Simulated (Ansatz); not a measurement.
Troubleshooting Ansatz (a quantum-chemistry and plane-wave program): a failed run on IrSe2 (I4_1/amd, 6 atoms in the cell). The aim is a self-consistent single point with DFT, PBEsol, plane waves, default PAW files made with PBE.

Cell that was meant: a = 7.3858 Å, b = 7.3858 Å, c = 7.3858 Å, α = 139.43°, β = 139.43°, γ = 58.73°.

Part of the input:

Ansatz 0.2 input:
```yaml
  pseudopotentials: { kind: paw }
scf:
  occupations: { method: cold, width: 0.2 }
  max_iter: 4
output:
  forces: true
  eigenvalues: true
```

Output, abridged:

```
SCF iter   1: F=—  HF=-45292.697267 eV  |F-HF|=—  |Δ(HF+E_count)|=         —  Δρ=5.10e-3  dr2=5.25e-2  ethr=1.77e-3  ⟨swp⟩=5.2  Hψ=3592  notcnv=0
all-band conjugate gradients solve this SCF's bands
preconditioner: auto → LDOS
SCF iter   2: F=—  HF=-45292.695511 eV  |F-HF|=—  |Δ(HF+E_count)|=   1.76e-3  S|Δr|=    0.00e0  Δρ=1.82e-3  dr2=1.20e-2  ethr=5.36e-5  ⟨swp⟩=6.4  Hψ=7313  notcnv=0
SCF iter   3: F=—  HF=-45292.694211 eV  |F-HF|=—  |Δ(HF+E_count)|=   1.30e-3  S|Δr|=    0.00e0  Δρ=8.25e-4  dr2=1.18e-3  ethr=1.23e-5  ⟨swp⟩=4.9  Hψ=5559  notcnv=0
SCF iter   4: F=—  HF=-45292.693389 eV  |F-HF|=—  |Δ(HF+E_count)|=   8.22e-4  S|Δr|=    0.00e0  Δρ=3.26e-4  dr2=3.91e-4  ethr=1.21e-6  ⟨swp⟩=4.1  Hψ=5379  notcnv=0
Error: did not converge after 4 iterations: dr2 = 3.91e-4 (threshold 1.00e-7), under the density mixer `msr1`, which `scf.mixing.algorithm: auto` chose by the deck's other keys (type `scf.mixing.algorithm: msr1` to keep it); raise `scf.max_iter`, which need not help a stalled SCF, or adjust the mixing (`scf.mixing`) or, under a smearing, its width (`scf.occupations.width`, in either direction: another width is another result); this SCF holds its density and magnetisation to the symmetry operations that it keeps, and cannot end on a state that breaks one of them: if the state sought breaks one, re-run with `crystal.symmetry.detect: false`, without `crystal.symmetry.time_reversal: [...]
```

What caused this, and what should be changed?

The fault is an iteration limit that is too low. The loop is cut before its threshold is met, so whatever is printed at the end is not self-consistent. To fix it, raise the limit, or leave it to the default. The run ended unconverged after 4 iterations.

An input that runs soundly differs in these lines (not the only fix; some lines may just follow from the change or write a value another way):
```diff
-  max_iter: 4
```

With that input, the run converged in 7 iterations: free energy E − TS (on the zero of these files) -45292.6934 eV; Fermi level (on the code's own zero) 7.30 eV; pressure -13.88 GPa; largest force (vector length) 1.308 eV/Å (DFT, PBEsol, plane waves, default PAW files made with PBE).

On the sound input: the starting cell was generated: these elements placed on a structure prototype, without a prior relaxation; it need not be a known phase or ordering of this composition. Spin-orbit coupling is off. Spin polarisation is off. With a pressure of about -14 GPa the cell is away from its equilibrium volume at this level. Forces in this geometry exceed 1 eV/Å. Ansatz's pressure includes its estimate of the finite-basis (Pulay) stress.
